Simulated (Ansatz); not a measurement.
The starting structures come from a database of crystals and need not be the phases stable at ambient conditions.

The decay constant κ of evanescent states in the gap governs leakage through a thin film.

Here is the system:

```yaml
crystal:
  lattice:
    - [3.81931, 0.00000, 0.00000]
    - [0.00000, 3.81931, 0.00000]
    - [1.90966, -1.90966, 4.44352]
  atoms:
    - { symbol: Li, position: [0.75000, 0.75000, 0.50000] }
    - { symbol: Mg, position: [0.25000, 0.25000, 0.50000] }
    - { symbol: B, position: [0.50000, 0.50000, 0.00000] }
    - { symbol: N, position: [0.34874, 0.65126, 0.30252] }
    - { symbol: N, position: [0.65126, 0.34874, 0.69748] }
```

Space group of this cell: I-4m2. The cell is taken as given; by r2SCAN its mean pressure is -2.6 GPa.

Transport runs along the normal of the first two printed cell vectors, the (001) plane of the conventional cell.

The gap is the functional's own. No spin-orbit coupling. Mid-gap values are interpolated on the energy grid.

Question: Predict the band gap and the smallest decay constant κ at mid-gap from Ansatz (a first-principles code) with r2SCAN.

Answer: Gap 2.87 eV on a 8×8×8 mesh; κ = 0.403 1/Å, at the zone centre.
